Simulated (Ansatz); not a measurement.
# Mo2Ge (model structure, started from the Ni2In type, P6₃/mmc, No. 194, 6 atoms in the cell): lattice parameter c by level of theory

No measured value is used here.

```csv
level (code),value (Å)
PBE (Ansatz),5.196
PBEsol (Ansatz),5.143
PBE-D3(BJ) (Ansatz),5.151
```

Ansatz's density-functional and Hartree–Fock values are scalar-relativistic unless marked +SOC, with PAW data made under PBE.

A model structure was made by putting elements into a prototype or built by hand; it is no filed structure, need not be a known phase, and can be a saddle point held by its symmetry.

Ansatz is a program for electronic structure.
